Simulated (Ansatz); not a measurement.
# Cohesive energy of BeS (model structure, started from the CsCl type, Pm-3m, No. 221, 2 atoms in the cell) at several levels of theory

No measured value is used here.

```json
[
 {"level (code)": "LDA (Ansatz)", "value (eV/atom)": "___", "cell (Å³/atom)": "11.84"},
 {"level (code)": "PBE (Ansatz)", "value (eV/atom)": "2.95", "cell (Å³/atom)": "12.54"},
 {"level (code)": "PBEsol (Ansatz)", "value (eV/atom)": "3.36", "cell (Å³/atom)": "12.11"},
 {"level (code)": "PBE-D3(BJ) (Ansatz)", "value (eV/atom)": "3.29", "cell (Å³/atom)": "11.89"},
 {"level (code)": "r²SCAN (Ansatz)", "value (eV/atom)": "___", "cell (Å³/atom)": "12.74"},
 {"level (code)": "r²SCAN+rVV10 (Ansatz)", "value (eV/atom)": "3.03", "cell (Å³/atom)": "12.64"}
]
```

Q: What belongs in the gaps?

A: 
- LDA (Ansatz, a program for electronic structure), value (eV/atom): 3.74
- r²SCAN (Ansatz), value (eV/atom): 2.88

Each level is taken at its own relaxed cell. Cutoffs differ between the levels. Ansatz's density-functional and Hartree–Fock values are scalar-relativistic unless marked +SOC, with PAW data made under PBE.

A model structure was made by putting elements into a prototype or built by hand; it is no filed structure, need not be a known phase, and can be a saddle point held by its symmetry.
